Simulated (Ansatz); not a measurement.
Start from Pt in the fcc (Cu type) structure (space group Fm-3m, No. 225; a = 3.9198 Å; relaxed with 0.1 eV smearing).

The values are results of plane-wave PAW DFT at the PBEsol level (Ansatz, a first-principles code, 420 eV), scalar-relativistic without spin-orbit coupling, not measurements.

Before the change:

The pressure is 0.0 GPa and the band gap is zero.

Perturbation: every lattice vector is shortened by 2.50 %; the atoms relax in the strained cell.

Task: How does this affect the pressure?

Result: The pressure goes from zero to 26.6 GPa.

Task: Estimate the effect on the band gap.

Result: The band gap remains zero.

No phonon test of stability was made. The final runs are not spin-polarised.
